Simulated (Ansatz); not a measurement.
The starting structures come from a database of crystals and need not be the phases stable at ambient conditions.

 Where the default PAW files enter, the runs use the earlier of Ansatz's two default sets.

By PBEsol, the system below comes out a metal.

The ballistic (Sharvin) conductance counts the channels at the Fermi level: G/A = (e²/h) × channels of both spins per area.

```
Hf
1.0
    3.25623     0.00000     0.00000
    0.00000     5.14594     0.00000
    1.62811     0.00000     2.76468
Hf
2
Cartesian
  1.62811   3.85946   0.92156
  3.25623   1.28649   1.84312
```

Space group of this cell: Cmcm. The cell is strained (lengths across the current scaled by 1.02, ions clamped); by PBEsol its mean pressure is -7.0 GPa.

The current flows along the normal of the first two printed cell vectors. No spin-orbit coupling; the value is a mean over 0.1 eV about the Fermi level.

Predict the ballistic conductance per area from PBEsol in Ansatz (an electronic-structure program).

0.49 × 10¹⁵ S/m² for both spins.
